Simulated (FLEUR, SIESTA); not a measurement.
## SIESTA against FLEUR: the gap on the mesh of tetrahedral semiconductors

PBE single points on the same cell and mesh in two programs: FLEUR (all-electron FLAPW, scalar-relativistic) and SIESTA (numerical atomic orbitals TZP, PseudoDojo PBE standard norm-conserving potentials (rewritten from UPF to PSML)), each at the cutoffs shown, which weren't converged row by row, so neither column is a reference. The number in brackets is the space group.

Here x stands for gap on the mesh, FLEUR and y for gap on the mesh, SIESTA.

```
crystal     gap on the mesh, FLEUR (eV)  gap on the mesh, SIESTA (eV)  cell as run (Å³/atom)   k mesh                         cutoffs
----------  ---------------------------  ----------------------------  ---------------------  -------  ------------------------------
CdSe (216)                        0.512                         0.603                  29.66    6×6×6  Kmax 4.2 1/bohr / grid 4082 eV
Si (227)                          0.635                         0.602                  20.25    8×8×8  Kmax 3.9 1/bohr / grid 4762 eV
BAs (216)                         1.228                         1.425                  13.65    8×8×8  Kmax 4.6 1/bohr / grid 5442 eV
GaN (216)                         1.498                             ?                  11.82    6×6×6  Kmax 4.8 1/bohr / grid 5442 eV
GaP (216)                         1.593                         1.567                  20.23    5×5×5    Kmax 4 1/bohr / grid 4762 eV
AlN (186)                         4.066                         4.167                  10.63  10×10×6  Kmax 4.6 1/bohr / grid 4082 eV
```

**Question.** Using a straight line, estimate the missing y at x = 1.498 from the other rows, showing the fit.

**Answer.** With u = x - 1.6, the rows have u = -1.0880, -0.9650, -0.3720, -0.0070, 2.4660. Means: u 0.0068000, y 1.6728. About the means, the sum of products is 8.4409 and the sum of squares of u is 8.3343; the slope is their ratio. Least squares gives y = 1.6659 + 1.01279·u. Residuals (row less fit): 0.0390, -0.0866, 0.1359, -0.0918, 0.0036; standard error 0.1094 (degrees of freedom: 3). Full agreement would be y = x; this line has slope 1.013 and stands 0.066 eV from it at x = 1.600. At the withheld row, u = -0.1020, so y = 1.6659 + 1.01279 × (-0.1020) = 1.563 eV. The calculation gives 1.580 eV, 0.017 eV above the prediction (0.5 % of the range of y in the table). The row lies between fitted rows. From the scatter of the fitted rows alone, a prediction at this place has a standard error of 0.1199 eV, so the miss is 0.1 times that.

Copying x would have missed this row by 0.082. The cells are not relaxed at this level: typed lattice constants and structures from a database of calculations, some with the lattice rescaled by up to 2.5 %. Spin-orbit coupling is off, which matters for the heavier members. Gaps are read on the mesh, which need not hold the band edges; crystals whose gap falls under 0.15 eV in either column are left out. FLEUR: values depend on the basis (sphere radii, cutoffs, local orbitals), which need not be converged. SIESTA: values carry the incompleteness of an atom-centred basis. The rows, and the inner row withheld, were drawn at random from non-magnetic crystals of this class with sound runs on fine meshes; tables whose line scatters by over 5 % of the range, or whose columns agree throughout, aren't shown.
